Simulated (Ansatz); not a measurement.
Consider BP in the zinc blende structure (space group F-43m, No. 216; a = 4.537 Å).

Structures relaxed with Kohn–Sham DFT with the r2SCAN functional, run in Ansatz (a program for electronic structure) with PAW and 500 eV plane waves, scalar-relativistic without spin-orbit coupling.

Base:

Simulated powder pattern, Cu Kα1, λ = 1.54056 Å (kinematic, ideal powder, no thermal factors, no anomalous dispersion; the 10 strongest lines at most, above 2 %, up to 2θ = 90°):

| 2θ (°) | I/Imax (%) | hkl |
|---|---|---|
| 34.21 | 100 | (111) |
| 39.70 | 25 | (200) |
| 57.40 | 43 | (220) |
| 68.55 | 35 | (311) |
| 72.06 | 5.8 | (222) |
| 85.56 | 7.1 | (400) |

After one change:

Simulated powder pattern, Cu Kα1, λ = 1.54056 Å (kinematic, ideal powder, no thermal factors, no anomalous dispersion; the 10 strongest lines at most, above 2 %, up to 2θ = 90°):

```json
[
 {"2θ (°)": "30.01", "I/Imax (%)": "28"},
 {"2θ (°)": "30.90", "I/Imax (%)": "100"},
 {"2θ (°)": "38.75", "I/Imax (%)": "13"},
 {"2θ (°)": "46.33", "I/Imax (%)": "12"},
 {"2θ (°)": "50.60", "I/Imax (%)": "33"},
 {"2θ (°)": "51.76", "I/Imax (%)": "37"},
 {"2θ (°)": "59.96", "I/Imax (%)": "11"},
 {"2θ (°)": "61.00", "I/Imax (%)": "19"},
 {"2θ (°)": "61.51", "I/Imax (%)": "12"},
 {"2θ (°)": "84.50", "I/Imax (%)": "10"}
]
```

Task: What was done to the base?
A) x(Al) = 0.75, 8 atoms, Pmm2
B) x(Al) = 0.25, 8 atoms, P-43m
C) x(Al) = 0.5, 4 atoms, R3m
D) x(Al) = 0.25, 8 atoms, I-42m

Result: C, x(Al) = 0.5, 4 atoms, R3m. Its volume per atom is 16.05 Å³ against 11.67 Å³, and its space group is R3m (No. 160).

These are small ordered cells, not random alloys; other orderings at the same x differ. Whether these cells are dynamically stable was not tested.
